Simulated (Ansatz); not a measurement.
InAs: response to strain

Start from InAs in the zinc blende structure (space group F-43m, No. 216; a = 6.110 Å). Axes: x, y, z lie along the cube axes.

Strains are applied to the cell and any free atomic positions relax; under biaxial strain the out-of-plane vector relaxes too.

Computed with Kohn–Sham DFT with the r2SCAN functional, run in Ansatz (an electronic-structure program) with PAW and 500 eV plane waves, without spin-orbit coupling.

| biaxial strain, plane normal [001], relaxed out of plane (%) | out-of-plane strain (%) |
|---|---|
| -3 | 3.19 |
| -2.5 | 2.67 |
| -2 | ? |
| -1.5 | 1.61 |
| -1 | 1.07 |
| -0.5 | 0.54 |
| 0 | 0.00 |

Task: Fit ε⊥ = −νε + γε² (strains in %) to the rows shown and predict the withheld row.

Result: Least squares on the printed values gives ν = 1.08 (the biaxial Poisson response) and γ = -0.005 (largest residual 0.00 %); this predicts 2.14 %, and the run gives 2.14 %, in agreement.

Stability against distortions was not tested.
